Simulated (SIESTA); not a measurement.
Band structure of HfB₂ (P6/mmm, 3 atoms in the cell).

```xyz
3
Lattice="3.1797 0.0000 0.0000 -1.5898 2.7537 0.0000 0.0000 0.0000 3.5314" Properties=species:S:1:pos:R:3 pbc="T T T"
Hf     0.0000     0.0000     0.0000
B      0.0000     1.8358     1.7657
B      1.5898     0.9179     1.7657
```

Level of theory: GGA PBE, numerical atomic orbitals DZP, PseudoDojo PBE standard norm-conserving potentials (rewritten from UPF to PSML) in SIESTA.

Settings: XC.functional = GGA; XC.authors = PBE; potentials = PseudoDojo PBE standard; PAO.BasisSize = DZP; PAO.EnergyShift = 0.005 Ry; MeshCutoff = 350 Ry; kgrid.MonkhorstPack = 8 8 6; OccupationFunction = FD; ElectronicTemperature = 0.1 eV; MaxSCFIterations = 150; SCF.Mixer.Method = Pulay; SCF.Mixer.Weight = 0.1; SCF.Mixer.History = 8; SCF.DM.Tolerance = 1.0E-04.

The starting cell comes from a database of computed structures (which also holds hypothetical and non-ambient phases and stackings), without a prior relaxation at this level. Its lattice was rescaled by a random factor within 2.5 % of one. Spin-orbit coupling is off. Values carry the incompleteness of an atom-centred basis.

Levels in eV from the Fermi level, bands 6 to 11:
| point | 6 | 7 | 8 | 9 | 10 | 11 |
|---|---|---|---|---|---|---|
| Γ | -3.07 | -2.93 | -2.93 | -2.86 | 3.65 | 3.65 |
| M | -9.04 | -4.14 | -3.44 | -2.88 | 2.08 | 2.45 |
| K | -8.28 | -7.67 | -2.63 | -2.63 | 1.63 | 1.63 |
| A | -8.34 | -1.21 | -1.21 | 0.18 | 0.18 | 0.82 |
| L | -7.46 | -4.94 | -4.71 | -2.86 | 3.76 | 4.01 |
| H | -9.04 | -5.53 | -3.27 | -3.27 | 4.07 | 5.42 |

Bands cross the Fermi level along this path, so the cell is metallic at this level.

Higher empty bands are left out: an atom-centred basis made for the valence describes them poorly.
